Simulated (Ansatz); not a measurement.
Effect of isotropic strain +2.00 % on Na

The reference is Na in the bcc (W type) structure (space group Im-3m, No. 229; a = 4.199 Å; relaxed with 0.1 eV smearing).

Perturbation: the cell is scaled by 1.0200 in all directions, atoms relaxed at fixed cell.

The values are results of PBE (Ansatz, a quantum-chemistry and plane-wave program, PAW, no spin-orbit coupling), not measurements. Γ-centred 22×22×22 mesh, Fermi–Dirac width 0.1 eV.

- Volume per atom: 39.29 Å³ (base 37.02 Å³)
- Energy relative to the base (free energy F): +3.0 meV/atom
- Pressure: -0.4 GPa (base 0.0 GPa)
- Band gap: zero (base zero)

Final structure:

```
CELL_PARAMETERS angstrom
     -2.14162     2.14162     2.14162
      2.14162    -2.14162     2.14162
      2.14162     2.14162    -2.14162
ATOMIC_POSITIONS crystal
  Na 0.00000 0.00000 0.00000
```

Stability against distortions was not tested.
